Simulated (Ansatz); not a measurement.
The parent structure is Cr$_{2}$Se$_{3}$ in the Bi2Te3 type structure (space group R-3m, No. 166; a = 3.5035 Å, c = 25.4108 Å (hexagonal axes); ferromagnetic; a hypothetical phase, not in the database extracts checked; layered, stacked along the Cartesian z axis).

Method: Ansatz (a quantum-chemistry and plane-wave program), PBEsol-D3(BJ), PAW, cutoff 420 eV, no spin-orbit coupling.

For the base:

```
Property                           Result
-----------------------------  ----------
Density                        6.29 g/cm³
Band gap                             zero
Shortest interatomic distance    241.6 pm
Gap character                      absent
```

Modification: Y takes the place of Cr on all its sites, then cell and atoms are relaxed.

Problem. How does this affect the density?

Solution. The density drops by 0.98 g/cm³ to 5.31 g/cm³.

Problem. How does this affect the band gap?

Solution. The band gap becomes 1.28 eV (base: zero).

Problem. How does this affect the valence-band top at Γ?

Solution. The valence-band top at Γ (three highest levels, from the VBM) is 0.00, -0.33, -0.33 eV.

Problem. How does this affect the shortest interatomic distance?

Solution. The shortest interatomic distance increases by 29.4 pm to 271.0 pm.

Problem. What does the calculation give for the gap character after the change?

Solution. The gap character goes from absent to indirect, Γ → L.

The magnetic state is the one reached from the starting moments; the real material's order can differ, and small cells can't hold many antiferromagnetic ones. No phonon test of stability was made. As relaxed here, Y2Se3 is a hypothetical phase, not in the database extracts checked. The program warned that a D3 coordination switch lies within reach, so dispersion energies are less smooth here.
